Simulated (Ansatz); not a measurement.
Consider the following.

```
BAs
1.0
    0.00000     2.37244     2.37244
    2.37244     0.00000     2.37244
    2.37244     2.37244     0.00000
B As
1 1
Direct
  0.00000   0.00000   0.00000
  0.25000   0.25000   0.25000
```

No spin polarisation.

Method: Ansatz (a program for electronic structure), PBEsol, PAW, cutoff 420 eV, no SOC. Settings: 12×12×12 k-points, 0.05 eV Fermi–Dirac smearing.

Estimate the band gap.

1.07 eV.

Estimate the hole mass (degenerate bands, along [100]).

0.23 mₑ (at Γ).

Predict the gap character.

Indirect, Γ → Γ–X (82 % along).

Predict the smallest direct gap.

3.27 eV.

Load acts through the strain it causes; cell and atoms are relaxed under it. Effective masses come from finite differences of ±0.01 Å⁻¹. No phonon test of stability was made. The cell was made from BAs in the zinc blende structure (space group F-43m, No. 216) by this change: pressure 2.1 GPa.
